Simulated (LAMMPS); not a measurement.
MD of GaN (wurtzite) at zero pressure, 896 atoms, as a liquid; each row is its own run.

Model: classical MD, pair style tersoff, file GaN.tersoff, run in LAMMPS.

```
T (K)  D(Ga) (cm²/s)
-----  -------------
2970         8.06e-6
3780         6.21e-5
4320        0.000133
```

Problem. Fit an Arrhenius law, ln y = a + b / x, to these rows (x is the first column, y the second) and predict the run at x = 3380.

Solution. Least squares gives a = -2.6432 and b = -26910. The slope times kB gives an activation energy of 2.32 eV. At x = 3380 the fit predicts 2.48e-5 cm²/s. The run itself gave (2.70 ± 0.04) × 10^-5 cm²/s, so the fit is 8.1 % low.

Caution: at ambient pressure real GaN sublimes or decomposes before or as it melts, so this liquid is the model's.

Caution: a run this short can hold a crystal over, or a liquid under, the potential's own melting point, which these runs don't give.

Errors of D are the spread over four groups of atoms in one short run; a floor of about 5 %, a picked value, is safer.
